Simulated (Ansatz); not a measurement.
# Os with two functionals, x(Ru) = 0.375, 8 atoms, P1

The reference is Os in the hcp (Mg type) structure (space group P6_3/mmc, No. 194; a = 2.755 Å, c = 4.344 Å).

(Cell as relaxed with PBE.)

Levels (all Ansatz, an electronic-structure program, PAW): PBE (420 eV, no SOC); r2SCAN (500 eV, no SOC).

Each level relaxes its own structure.

```json
[
 {"base": "volume per atom", "PBE": "14.28 Å³", "r2SCAN": "14.01 Å³"},
 {"base": "lattice parameter a", "PBE": "2.755 Å", "r2SCAN": "2.738 Å"},
 {"base": "band gap", "PBE": "zero", "r2SCAN": "zero"}
]
```

Now apply this change: Ru replaces 37.5 % of the Os, ordered in a cell of 8 atoms (starting symmetry P1) and fully relaxed.

```
quantity              PBE  r2SCAN
---------------  --------  ------
volume per atom  14.08 Å³     ___
band gap             zero     ___
```

Q: What does r2SCAN give?

A: 
- volume per atom, r2SCAN: 13.82 Å³
- band gap, r2SCAN: zero

PBE's volume per atom lies 0.26 Å³ above r2SCAN's (1.9 %); the two agree on the band gap. Neither level is exact; r2SCAN is the comparison here, not a measurement.

These are small ordered cells, not random alloys; other orderings at the same x differ. Stability against distortions was not tested. The final runs are not spin-polarised.
